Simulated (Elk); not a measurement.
Worked example: self-consistent single point of LuCuSe2 (P3m1, 4 atoms in the cell) in Elk.

Computed with PBEsol, spin-orbit coupling in second variation, all-electron FP-LAPW, Elk's shipped species files, APW+lo basis with extra local orbitals run with Elk.

```xyz
4
Lattice="4.0923 0.0000 0.0000 -2.0461 3.5440 0.0000 0.0000 0.0000 6.4792" Properties=species:S:1:pos:R:3 pbc="T T T"
Lu     0.0000     0.0000     5.1737
Cu     2.0461     1.1813     1.2214
Se     0.0000     2.3627     0.4205
Se     2.0461     1.1813     3.6755
```

Reference input (self-consistent single point, DFT, PBEsol, all-electron FP-LAPW, Elk's shipped species files, APW+lo basis with extra local orbitals): xctype = 22; rgkmax = 8; stype = 0; swidth = 0.0001 Ha; ngridk = 6 6 4; gmaxvr = 16 1/bohr; nxlo = 2; lorbcnd = true; rmtscf = 0.91; lmaxi = 2; maxscl = 100. This run's input differs from it in these lines:

```diff
@@ -5,2 +5,5 @@
   22
+
+spinorb
+  .true.
 
@@ -23,2 +26,5 @@
   2
+
+nempty
+  10
```

Output (repeated stretches shortened):

```
│ Self-consistent loop started │
│ Loop number : 1 │
 total energy                :     -21079.7424720
 total moment                :   0.1511957430E-18  0.5664141023E-19 -0.1614697366E-19
│ Loop number : 2 │
 total energy                :     -21081.1306331
 total moment                :   0.5200902506E-18  0.7519884941E-18  0.2186631102E-19
RMS change in Kohn-Sham potential (target) :   0.2053575435     (  0.1000000000E-05)
Absolute change in total energy (target)   :    1.388161098     (  0.1000000000E-03)
│ Loop number : 3 │
 total energy                :     -21082.8442359
   [... lines left out ...]
 total energy                :     -21087.9187031
 total moment                :   0.8116599948E-16  0.1288493278E-15  0.1227021415E-19
RMS change in Kohn-Sham potential (target) :   0.4070552996E-05 (  0.1000000000E-05)
Absolute change in total energy (target)   :   0.7083221135E-05 (  0.1000000000E-03)
│ Loop number : 16 │
 total energy                :     -21087.9187104
 total moment                :   0.8119407199E-16  0.1288674764E-15  0.2563212052E-20
RMS change in Kohn-Sham potential (target) :   0.4547617026E-06 (  0.1000000000E-05)
Absolute change in total energy (target)   :   0.9077484719E-05 (  0.1000000000E-03)
Convergence targets achieved

│ Loop number : 17 │

Energies :
 Fermi                       :     0.208832223828
 xc effective B-field        :    -0.615253862112E-08
 external B-field            :      0.00000000000
 total energy                :     -21087.9187418
 (external B-field energy excluded from total)

Density of states at Fermi energy :   0.8300262658E-05
 (states/Hartree/unit cell)

Estimated indirect band gap :   0.3106609689E-01
 from k-point      1 to k-point      1
Estimated direct band gap   :   0.3106609689E-01
 at k-point      1

Charges :
 core                        :    94.00000000
 valence                     :    74.00000000
 interstitial                :    7.838234175
 muffin-tins (core leakage)
  species :    1 (Lu)
   atom    1                 :    68.68531685     (  0.4154168529E-05)
   [... lines left out ...]
  species :    3 (Se)
   atom    1                 :   0.9234825421E-20 -0.1505783133E-19   0.000000000
   atom    2                 :   0.3496805982E-19 -0.8400702732E-20   0.000000000
 total in muffin-tins        :   0.3700799936E-19 -0.1560581954E-19   0.000000000
 total moment                :   0.8118616613E-16  0.1288612095E-15  0.1888705789E-19

│ Self-consistent loop stopped │
```

The run converged in 17 iterations. The count includes the last loop, which Elk runs after its targets are met. Against the reference run the gap on the mesh goes from 0.927 to 0.845 eV.

The starting cell comes from a database of computed structures (which also holds hypothetical and non-ambient phases and stackings), without a prior relaxation at this level. Its lattice was rescaled by a random factor within 2.5 % of one. Values depend on the basis (sphere radii, cutoffs, local orbitals), which need not be converged.

Cost on one core of a shared machine: roughly 5 min.
